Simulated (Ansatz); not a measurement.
System: fluorite PbF₂ (high-temperature phase). Method: r²SCAN+rVV10 (plane waves, PAW; Ansatz, a quantum-chemistry and plane-wave program).

Numerical settings: plane-wave cutoff 560 eV, 10×10×10 k mesh, Fermi–Dirac smearing 0.01 eV, scalar-relativistic PAW data made under PBE.

Energies at three volumes about the minimum:

```json
[
 {"V (Å³/atom)": "16.702", "E − E_lowest (meV/atom)": "1.79"},
 {"V (Å³/atom)": "17.043", "E − E_lowest (meV/atom)": "0.00"},
 {"V (Å³/atom)": "17.384", "E − E_lowest (meV/atom)": "1.67"}
]
```

Question: Fit a parabola by hand: where is the minimum, what lattice constant follows, and what is the bulk modulus?

Answer: Slopes: (0.00 − 1.79)/(17.043 − 16.702) = -5.249 and (1.67 − 0.00)/(17.384 − 17.043) = 4.897 meV/Å³. Curvature E″ = 2 × (4.897 − (-5.249))/(17.384 − 16.702) = 29.754 meV/Å⁶. From the middle of the first interval, the slope vanishes at V0 = 16.8725 − (-5.249)/29.754 = 17.049 Å³/atom. B = V0 E″ = 17.049 × 29.754 meV/Å³ × 0.1602 GPa per meV/Å³ = 81.3 GPa. With 12 atoms in the cube, a = (12 × 17.049)^(1/3) = 5.892 Å. The full Birch–Murnaghan fit to all volumes gives V0 = 17.042 Å³/atom and B0 = 80.9 GPa.

Measured, for comparison: bulk modulus 64 GPa, lattice constant a 5.94 Å (temperature not stated, not corrected to a static lattice; as tabulated in Cadelano and Cappellini (2011), arXiv:1107.5962). Computed (rounded) less measured: bulk modulus +26 %.
